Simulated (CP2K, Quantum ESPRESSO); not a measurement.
A CP2K input for a self-consistent single point of ScPb3 (I4/mmm, 4 atoms in the cell) (DFT LDA (Pade form), GPW, DZVP-MOLOPT-SR-GTH basis, GTH-PADE potentials (GTH_POTENTIALS)):

```
&GLOBAL
  PROJECT run
  RUN_TYPE ENERGY_FORCE
  PRINT_LEVEL MEDIUM
&END GLOBAL
&FORCE_EVAL
  METHOD Quickstep
  STRESS_TENSOR ANALYTICAL
  &DFT
    BASIS_SET_FILE_NAME BASIS_MOLOPT
    POTENTIAL_FILE_NAME GTH_POTENTIALS
    &QS
      METHOD GPW
      EPS_DEFAULT 1E-10
    &END QS
    &MGRID
      CUTOFF 600
      REL_CUTOFF 50
      NGRIDS 5
    &END MGRID
    &SCF
      SCF_GUESS ATOMIC
      EPS_SCF 1E-6
      MAX_SCF 100
      ADDED_MOS 5
      &DIAGONALIZATION
        ALGORITHM STANDARD
      &END DIAGONALIZATION
      &MIXING
        METHOD BROYDEN_MIXING
        ALPHA 0.2
        NBUFFER 12
        BETA 1.5
      &END MIXING
      &SMEAR ON
        METHOD GAUSSIAN
        SIGMA [eV] 0.05
      &END SMEAR
    &END SCF
    &KPOINTS
      SCHEME MONKHORST-PACK 7 7 7
    &END KPOINTS
    &XC
      &XC_FUNCTIONAL PADE
      &END XC_FUNCTIONAL
    &END XC
    &PRINT
      &MO
        EIGENVALUES T
        OCCUPATION_NUMBERS T
        NDIGITS 8
        FILENAME mo
        &EACH
          QS_SCF 0
        &END EACH
        ADD_LAST NUMERIC
      &END MO
      &MULLIKEN ON
      &END MULLIKEN
    &END PRINT
  &END DFT
  &SUBSYS
    &CELL
      A 6.38775700 0.00000000 0.00000000
      B 3.16869400 5.54642400 0.00000000
      C -4.77822500 -2.77321200 3.20644600
      PERIODIC XYZ
    &END CELL
    &COORD
      SCALED
      Sc       0.00000000     0.00000000     0.00000000
      Pb       0.75000000     0.25000000     0.50000000
      Pb       0.25000000     0.75000000     0.50000000
      Pb       0.50000000     0.50000000     0.00000000
    &END COORD
    &KIND Sc
      BASIS_SET DZVP-MOLOPT-SR-GTH-q11
      POTENTIAL GTH-PADE-q11
    &END KIND
    &KIND Pb
      BASIS_SET DZVP-MOLOPT-SR-GTH-q4
      POTENTIAL GTH-PADE-q4
    &END KIND
  &END SUBSYS
  &PRINT
    &FORCES ON
    &END FORCES
    &STRESS_TENSOR ON
    &END STRESS_TENSOR
  &END PRINT
&END FORCE_EVAL
```

**Question.** Write the same calculation as an input for Quantum ESPRESSO.

**Answer.** This is the input that was run; spellings and numerical settings could be chosen otherwise.

```fortran
&control
 calculation = 'scf'
 prefix = 'ScPb3'
 outdir = './tmp/'
 pseudo_dir = './'
 tprnfor = .true.
 tstress = .true.
/
&system
 ibrav = 7
 celldm(1) = 8.5691520847
 celldm(3) = 2.436680192299
 nat = 4
 ntyp = 2
 ecutwfc = 50
 ecutrho = 400
 occupations = 'smearing'
 smearing = 'gauss'
 degauss = 0.0036749
/
&electrons
 conv_thr = 1.0d-10
 mixing_beta = 0.7
/
ATOMIC_SPECIES
Sc    44.9559  sc_lda_v1.uspp.F.UPF
Pb   207.2000  pb_lda_v1.uspp.F.UPF
ATOMIC_POSITIONS bohr
Sc    0.0000000000    0.0000000000    0.0000000000
Pb   -4.2845760424    0.0000000000    5.2200707874
Pb    0.0000000000    4.2845760424    5.2200707874
Pb    0.0000000000    0.0000000000   10.4401415748
K_POINTS automatic
7 7 7  0 0 0
```

Basis, cutoffs, solver keys and any potentials are the target program's own. This input uses DFT, LDA (PZ), plane waves, GBRV 1.5 ultrasoft (LDA) pseudopotentials. LDA parametrisations can differ slightly between programs. Both were run: pressure -5.44 GPa in CP2K and -4.90 in Quantum ESPRESSO.

On Quantum ESPRESSO: the starting cell comes from a database of computed structures (which also holds hypothetical and non-ambient phases and stackings), without a prior relaxation at this level. With a pressure of about -5 GPa the cell is away from its equilibrium volume at this level.

On CP2K: the starting cell comes from a database of computed structures (which also holds hypothetical and non-ambient phases and stackings), without a prior relaxation at this level. Values carry the incompleteness of an atom-centred basis. With a pressure of about -5 GPa the cell is away from its equilibrium volume at this level.
